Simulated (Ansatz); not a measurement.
KCl: band gap against strain

KCl (rock salt, Fm-3m, 30.411 Å³/atom at rest) under an equal strain ε in the (001) plane with the normal axis free, as in a coherent film. PBEsol in Ansatz, a plane-wave DFT program (PAW, default set), 420 eV, 9×9×9 Γ-centred mesh, Fermi-Dirac smearing 0.05 eV; ions are relaxed within the symmetry of each cell. Gaps are the smallest over the k-mesh and a band path, without spin-orbit coupling; in all rows the valence edge lies at Γ and the conduction edge at Γ.

Here s stands for strain and Eg for gap.

```csv
strain (%),gap (eV)
0.00,5.103
0.50,5.072
1.00,5.041
1.50,5.011
3.00,?
```

Taking a straight line for Eg over the 4 complete rows: Means: s 0.75000, Eg 5.0568. About the means, the sum of products is -0.076750 and the sum of squares of s is 1.2500; the slope is their ratio. Least squares gives Eg = 5.1028 - 0.06140·s. Residuals (row less fit): 0.0002, -0.0001, -0.0004, 0.0003; standard error 0.0004 (degrees of freedom: 2). Over these rows the gap moves by -6.1 ± 0.03 eV per unit strain.

Problem. What does the fit predict for Eg at s = 3.00, and how far is the calculated value from it?

Solution. Eg = 5.1028 - 0.06140 × 3.0 = 4.9186 eV. The calculation gives 4.925 eV, 0.0064 eV above the prediction (3.6 % of the range of Eg in the table). The row lies outside the fitted rows, so this is an extrapolation. The fitted rows scatter only by rounding.

One order more, fitted to all 7 runs of the series, follows each within 0.001, so the miss is the next term of a smooth law. Rows are the converged runs of the series near zero and its far end; series whose fitted rows scatter by over a few per cent of the range, as at a crossing or softening among them, aren't shown in this form. Most that stay on the fit to the last digits aren't either.
